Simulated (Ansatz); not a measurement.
What Mn vacancy, symmetric start does to MnSi

Take an 8-atom supercell of MnSi (space group P2_13, No. 198; a = 4.4713 Å; ferromagnetic) at its relaxed geometry as the base.

One thing is altered: a neutral Mn vacancy, symmetric start, atoms relaxed at fixed cell.

Level of theory: PBEsol in Ansatz (plane waves to 420 eV, PAW, scalar-relativistic without spin-orbit coupling), earlier PAW set. Settings: 8×8×8 k-points, 0.05 eV Fermi–Dirac smearing.

| quantity | base | changed | shift |
|---|---|---|---|
| pressure | 0.0 GPa | -9.2 GPa | -9.2 GPa |
| energy gained by relaxation | – | 0.27 eV | – |
| largest displacement of a host atom from its site in the perfect cell | – | 0.21 Å | – |
| mean distance from the defect site to its nearest host atoms | 2.26 Å | 2.04 Å | -0.22 Å |

The magnetic state is the one reached from the starting moments; the real material's order can differ, and small cells can't hold many antiferromagnetic ones. The cell is small, so the values are those of an ordered compound at a high defect concentration; dilute-limit values will differ. The defect started on the symmetric site and kept its symmetry, so it may sit on a saddle. The defect cell is spin-polarised and ends with 0.9 μB.

Ansatz is a quantum-chemistry and plane-wave program.
